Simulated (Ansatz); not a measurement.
# Hypothetical fluorite HfSi2, element substitutions

The parent structure is HfSi₂ in the fluorite structure (space group Fm-3m, No. 225; a = 6.183 Å; a hypothetical phase, not in the database extracts checked).

Each row replaces one element on all its sites; cell and atoms are relaxed.

All numbers come from Ansatz (a quantum-chemistry and plane-wave program), PBEsol, PAW, cutoff 420 eV, no spin-orbit coupling.

```tsv
variant	shortest interatomic distance	density
base	267.7 pm	6.59 g/cm³
Hf → W	252.6 pm	8.03 g/cm³
Si → Ge	275.2 pm	8.37 g/cm³
Si → Pt	(withheld)	(withheld)
```

Task: Some entries are withheld; estimate them.

Result: 
- Si → Pt, shortest interatomic distance: 267.2 pm
- Si → Pt, density: 16.08 g/cm³

Stability against distortions was not tested. As relaxed here, WSi2, HfGe2 and HfPt2 are hypothetical phases, not in the database extracts checked. The final runs are not spin-polarised. WSi2, HfSi2 and HfGe2 have a high density of states at the Fermi level and may be magnetic at this level.
